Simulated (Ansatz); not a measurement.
The decay constant κ of evanescent states in the gap governs leakage through a thin film.

```xyz
2
Lattice="3.7539 0.0000 0.0000 -1.8770 3.2510 0.0000 1.8770 1.0837 3.0651" Properties=species:S:1:pos:R:3 pbc="T T T"
K      0.0000     0.0000     0.0000
F      0.0000     2.1673     1.5325
```

The cell is taken as given.

Transport runs along the normal of the first two printed cell vectors, the (111) plane of the conventional cell.

The gap is the functional's own. No spin-orbit coupling. Mid-gap values are those at the computed energy nearest the middle.

State the band gap and the smallest decay constant κ at mid-gap according to r2SCAN (Ansatz, a program for electronic structure).

Gap 6.94 eV on a 12×12×12 mesh; κ = 0.572 1/Å, at the zone centre.
